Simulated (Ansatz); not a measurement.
**How far PBE and PBEsol part for BaZrO3**

Start from BaZrO₃ in the cubic perovskite structure (space group Pm-3m, No. 221; a = 4.227 Å).

(Cell as relaxed with PBE.)

Levels (all Ansatz, a program for electronic structure, PAW): PBE (420 eV, spin-orbit coupling left out); PBEsol (420 eV, no spin-orbit coupling).

Each level relaxes its own structure.

| quantity | PBE | PBEsol |
|---|---|---|
| volume per atom | 15.11 Å³ | ? |
| lattice parameter a | 7.988 bohr | ? |

Problem. Predict the PBEsol column.

Solution. 
- volume per atom, PBEsol: 14.61 Å³
- lattice parameter a, PBEsol: 7.900 bohr

PBE's volume per atom lies 0.495 Å³ above PBEsol's (3.4 %); PBE's lattice parameter a lies 0.088 bohr above PBEsol's (1.1 %). Neither level is exact; PBEsol is the comparison here, not a measurement.

Whether these cells are dynamically stable was not tested.
